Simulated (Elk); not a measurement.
Band structure of GaSb3 (Fm-3m, 4 atoms in the cell).

```xyz
4
Lattice="0.0000 3.7306 3.7306 3.7306 0.0000 3.7306 3.7306 3.7306 0.0000" Properties=species:S:1:pos:R:3 pbc="T T T"
Ga     0.0000     0.0000     0.0000
Sb     1.8653     1.8653     1.8653
Sb     5.5959     5.5959     5.5959
Sb     3.7306     3.7306     3.7306
```

Computed with Elk with PBEsol, all-electron FP-LAPW, Elk's shipped species files, LAPW+lo basis.

Settings: xctype = 22; rgkmax = 8; stype = 0; swidth = 0.00499791 Ha; ngridk = 9 9 9; gmaxvr = 14 1/bohr; nxoapwlo = 1.

The starting cell comes from a database of computed structures (which also holds hypothetical and non-ambient phases and stackings), without a prior relaxation at this level. Spin-orbit coupling is off. Values depend on the basis (sphere radii, cutoffs, local orbitals), which need not be converged. The run gives no clean gap (levels at the Fermi energy touch, overlap or are partly filled at this smearing), which alone does not show that the compound is a metal.

Levels in eV from the Fermi level, bands 26 to 33:
```csv
point,26,27,28,29,30,31,32,33
Γ,-2.49,-2.49,-2.32,-2.32,-2.32,-0.62,-0.62,-0.62
X,-5.09,0.68,1.02,1.13,1.13,1.97,1.97,2.11
W,-2.90,-2.42,-2.34,1.50,1.61,2.25,2.25,3.37
K,-2.90,-1.35,-0.85,0.18,1.02,1.54,2.90,3.16
L,-3.46,-2.53,-2.53,-0.30,0.03,2.13,2.13,3.05
U,-2.90,-1.35,-0.85,0.18,1.02,1.54,2.90,3.16
```

Bands cross the Fermi level along this path, so the cell is metallic at this level.
